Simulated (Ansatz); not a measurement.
Input and output of a self-consistent single point for ScPt3 (P4mm, 4 atoms in the cell) (Ansatz, a program for electronic structure).

Computed with PBEsol, harder PAW files (source: ansatz) made with PBE (plane waves; Ansatz).

```xyz
4
Lattice="3.9643 0.0000 0.0000 0.0000 3.9643 0.0000 0.0000 0.0000 3.9643" Properties=species:S:1:pos:R:3 pbc="T T T"
Sc     0.0000     0.0000     0.0500
Pt     1.9822     1.9822     0.0000
Pt     0.0000     1.9822     1.9822
Pt     1.9822     0.0000     1.9822
```

Reference input (self-consistent single point, DFT, PBEsol, plane waves, default PAW files made with PBE): basis.ecutwfc = 30.9 Ry; kpoints.mp_grid.grid = 7 7 7; hamiltonian.xc = pbesol; hamiltonian.pseudopotentials = {kind: paw} (the program's default PAW files); scf.occupations.method = fermi_dirac; scf.occupations.width = 0.0073 Ry. This run's input differs from it in these lines:

Ansatz 0.2 input:
```diff
@@ -12,3 +12,3 @@
 basis:
-  ecutwfc: 30.9 Ry
+  ecutwfc: 53.7 Ry
 kpoints:
@@ -20,2 +20,3 @@
     kind: paw
+    source: ansatz
 scf:
```

The program printed (abridged):

```
SCF iter   1: F=—  HF=-39361.413937 eV  |F-HF|=—  |Δ(HF+E_count)|=         —  Δρ=3.00e-1  dr2=1.09e2  ethr=3.10e-3  ⟨swp⟩=3.6  Hψ=4659  notcnv=0
all-band conjugate gradients solve this SCF's bands
preconditioner: auto → Kerker (q_TF=auto, 2.748 Å⁻¹)
SCF iter   2: F=—  HF=-39354.280185 eV  |F-HF|=—  |Δ(HF+E_count)|=    7.13e0  Δρ=1.37e-1  dr2=2.10e1  ethr=3.10e-3  ⟨swp⟩=2.2  Hψ=2845  notcnv=0
   [... lines left out ...]
SCF iter   7: F=—  HF=-39351.876930 eV  |F-HF|=—  |Δ(HF+E_count)|=   1.34e-3  Δρ=7.86e-4  dr2=7.72e-4  ethr=1.15e-5  ⟨swp⟩=1.8  Hψ=1905  notcnv=0
SCF iter   8: F=—  HF=-39351.876777 eV  |F-HF|=—  |Δ(HF+E_count)|=   1.53e-4  Δρ=1.58e-4  dr2=3.17e-5  ethr=1.19e-6  ⟨swp⟩=1.9  Hψ=1813  notcnv=0
SCF iter   9: F=—  HF=-39351.876779 eV  |F-HF|=—  |Δ(HF+E_count)|=   1.41e-6  Δρ=1.94e-5  dr2=3.58e-7  ethr=4.87e-8  ⟨swp⟩=2.2  Hψ=2044  notcnv=0
SCF iter  10: F=-39351.876779 eV  HF=-39351.876779 eV  |F-HF|=2.77e-9  |Δ(HF+E_count)|=   7.05e-8  Δρ=1.90e-6  dr2=3.61e-9  ethr=1.54e-10  ⟨swp⟩=6.9  Hψ=6493  notcnv=0
SCF 1 converged in 10 iterations: F = -39351.876779 eV  dr2 = 3.61e-9
Free energy (F): -39351.876779 eV
Internal energy: -39351.787790 eV  (E = F + TS)
E sigma→0 (E₀):  -39351.832285 eV
Entropy (-TS):   -0.088988 eV (-22.247 meV/atom)
Fermi energy:    20.482930 eV
--- Forces (eV/Å), atoms counted from 1 ---
  atom   1  Sc    -0.00000000     0.00000000    -0.38692212
  atom   2  Pt     0.00000000     0.00000000     0.02039517
  atom   3  Pt    -0.00000000     0.00000000     0.18326098
  atom   4  Pt    -0.00000000     0.00000000     0.18326098
--- Stress (GPa, compression-positive) ---
       -1.903786       0.000000       0.000000
        0.000000      -1.903786       0.000000
        0.000000       0.000000      -1.881606
  P = ⅓ Tr σ = -1.8964 GPa (-18.964 kbar)
  The stress holds the Pulay correction. Without it, at fixed plane waves, as pw.x and ABINIT print it: P = -1.9060 GPa
```

The run converged in 10 iterations. Against the reference run the pressure moves little (-1.96 to -1.90 GPa) and the largest force moves little (0.386 to 0.387 eV/Å).

The starting cell comes from a database of computed structures (which also holds hypothetical and non-ambient phases and stackings), without a prior relaxation at this level. Its lattice was rescaled by up to half a per cent. One atom was moved a little off its site on purpose. Spin polarisation is off. Ansatz's pressure includes its estimate of the finite-basis (Pulay) stress.
